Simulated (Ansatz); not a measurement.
Ansatz (an electronic-structure program) run on TiHg (P4/mmm, 2 atoms in the cell): relaxation of cell and atoms.

Method of the run: PBEsol, default PAW files made with PBE (plane waves; Ansatz).

The change in words: atoms on their sites; basis.ecutwfc: 420 eV → 355 eV; relax: default → cell and atoms. Reference geometry:
```
CELL_PARAMETERS angstrom
      3.02460     0.00000     0.00000
      0.00000     3.02460     0.00000
      0.00000     0.00000     4.11345
ATOMIC_POSITIONS crystal
  Ti 0.50000 0.50000 0.51216
  Hg 0.00000 0.00000 0.00000
```
Moments meant for the start (each program seeds them in its own way; μB, in the order of the atoms Ti Hg): 1.0 0.0.

Reference input (self-consistent single point, DFT, PBEsol, plane waves, default PAW files made with PBE): basis.ecutwfc = 420 eV; kpoints.mp_grid.grid = 9 9 7; hamiltonian.xc = pbesol; hamiltonian.pseudopotentials = {kind: paw} (the program's default PAW files); magnetization.spin_polarized = true; scf.occupations.method = fermi_dirac; scf.occupations.width = 0.1 eV. This run's input differs from it in these lines:

Ansatz 0.2 input:
```diff
@@ -7,6 +7,6 @@
   atoms:
-    - { symbol: Ti, position_ang: [1.51229850, 1.51229850, 2.10672552], spin: 1.0 }
+    - { symbol: Ti, position_ang: [1.51229850, 1.51229850, 2.05672650], spin: 1.0 }
     - { symbol: Hg, position_ang: [0.00000000, 0.00000000, 0.00000000] }
 basis:
-  ecutwfc: 420.0
+  ecutwfc: 355.0
 kpoints:
@@ -24,2 +24,4 @@
     width: 0.1
+relax:
+  cell: {}
 output:
```

Log, with long lists cut:

```
   [... SCF lines of the steps left out ...]
relax step   1: F+E_penalty+E_count = -16142.18119912 eV  Δ(F+E_penalty+E_count) = +0.000e0 eV  max|allowed force component| = 1.420e-29 eV/Å  Δτ_max = 0.0000 Å  P = -5.295 GPa  Ω = 37.631 Å³  (13 SCF iters, dr2 threshold 1.00e-7 eV, accepted)
relax step   2: F+E_penalty+E_count = -16142.16403394 eV  Δ(F+E_penalty+E_count) = +1.717e-2 eV  max|allowed force component| = 4.792e-29 eV/Å  Δτ_max = 0.0000 Å  P = +9.842 GPa  Ω = 33.576 Å³  energy of the carried Pulay correction = +2.129e-2 eV  [...]
   [... lines left out ...]
relax step   7: F+E_penalty+E_count = -16142.21399193 eV  Δ(F+E_penalty+E_count) = -6.715e-4 eV  max|allowed force component| = 3.944e-31 eV/Å  Δτ_max = 0.0000 Å  P = -0.005 GPa  Ω = 35.834 Å³  energy of the carried Pulay correction = +5.325e-4 eV  [...]
relax step   8: F+E_penalty+E_count = -16142.21336808 eV  Δ(F+E_penalty+E_count) = +6.238e-4 eV  max|allowed force component| = 3.944e-31 eV/Å  Δτ_max = 0.0000 Å  P = -0.026 GPa  Ω = 35.834 Å³  stress off target by 4.60e-2 GPa  SCF on the basis [...]
basis re-selected at this cell: Δ(F+E_penalty+E_count) = +6.238e-4 eV, ΔP = -0.021 GPa vs the last step
the relaxation is at rest under the 16 symmetry operations that the run kept from its start: a minimum is not shown …
the relaxation's final electronic state is not compared with the one that a single-point calculation of its input finds at the relaxed geometry …
Magnetization: -0.3972 μB (15.8014 up, 16.1986 down)
   [... lines left out ...]
Absolute magnetization: 0.3998 μB (∫|ρ↑−ρ↓|, with the PAW one-centre terms)
Free energy (F): -16142.213368 eV
Fermi energy:    16.870374 eV
   [... lines left out ...]
to start a new deck from the relaxed geometry:
  cell:  # Å, volume = 35.8341 Å³
    - [2.989008830190126, 3.3679775608261183e-34, 0.0]
    - [6.627310684206233e-34, 2.989008830190126, 0.0]
    - [0.0, 0.0, 4.010900927360286]
  atoms:
    - { symbol: Ti, position: [0.49999999999999994, 0.49999999999999994, 0.49999999999999994] }
    - { symbol: Hg, position: [-8.043058733543795e-87, 2.4873276820887676e-37, 0.0] }
```

The run converged.  The full log also holds: “iter 13 did not close the SCF: its close was put off for a magnetic moment that had not settled (scf_convergence_deferred on its scf_iter line)”. The full log also holds: “iter 7 did not close the SCF: its close was put off for a magnetic moment that had not settled (scf_convergence_deferred on its scf_iter line)”.

Summary of the result:
| Property | Value |
|---|---|
| Free energy E − TS (on the zero of these files) | -16142.2134 eV |
| Fermi level (on the code's own zero) | 16.87 eV |
| Pressure | -0.03 GPa |
| Size of the cell's spin moment | 0.40 μB |
| Final cell | a = b = 2.989 Å, c = 4.011 Å, α = β = γ = 90.00° |
| Final volume per atom | 17.92 Å³ |
| Relaxation steps | 8 |

The starting cell comes from a database of computed structures (which also holds hypothetical and non-ambient phases and stackings), without a prior relaxation at this level. Its lattice was rescaled by up to half a per cent. With one magnetic atom in the cell only a parallel order is possible. The program warned that a starting moment was not kept. The relaxation keeps the symmetry of its start, so its end need not be a minimum. Ansatz's pressure includes its estimate of the finite-basis (Pulay) stress. Without the estimate this run gives -0.88 GPa. The cutoff lies below the one recommended for these files.

Cost on one core of a shared machine: roughly 50 s.
